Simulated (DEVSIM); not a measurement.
Structure: illuminated Si p-on-n cell, one wavelength, with a back-surface field, at 300 K.

Layer 1 from the left is Si, thickness (μm) 0.120, Na (cm⁻³) 2.6e18, τn (s) 1e-6, τp (s) 1.8e-8, absorption coefficient (cm⁻¹) 240. Layer 2 from the left is Si, thickness (μm) 24.0, Nd (cm⁻³) 1.1e16, τn (s) 1.4e-6, τp (s) 1.4e-6, absorption coefficient (cm⁻¹) 240. Layer 3 from the left is Si, thickness (μm) 0.160, Nd (cm⁻³) 2e18, τn (s) 1.4e-6, τp (s) 1.4e-6, absorption coefficient (cm⁻¹) 240.

Left contact: ohmic, minority electron recombination velocity 5e6 cm/s. Right contact: ohmic, minority hole recombination velocity 10000 cm/s. Voltage is applied to the left contact. Recombination: SRH at mid-gap, radiative, Auger. Light enters at the left, 8.7e19 photons cm⁻² s⁻¹, one pass, no reflection. Mobility is μmin + (μ − μmin)/(1 + (N/Nref)^α).

The device is made up for the run: typed textbook-type constants, with dimensions and the other settings drawn at random. Values at 300 K.

Si: gap (eV) 1.124, affinity (eV) 4.05, permittivity 11.7, Nc (cm⁻³) 2.86e19, Nv (cm⁻³) 3.1e19, μn (cm²/Vs) 1417, μp (cm²/Vs) 470, μn,min 52, μp,min 45, Nref,n 9.7e16, Nref,p 2.2e17, αn 0.68, αp 0.72, B (cm³/s) 4.7e-15, Cn (cm⁶/s) 2.8e-31, Cp (cm⁶/s) 9.9e-32.

Simulated with DEVSIM: 1D drift-diffusion, Boltzmann statistics, complete ionisation; no tunnelling, impact ionisation, image-force lowering or self-heating.

Problem. What does the simulation give for the open-circuit voltage, the potential step across the device at zero bias, the dark forward voltage at 100 A/cm², the short-circuit current?

Solution. open-circuit voltage 0.726 V; potential step across the device at zero bias 0.991 V; dark forward voltage at 100 A/cm² 0.821 V; short-circuit current 5650 mA/cm².
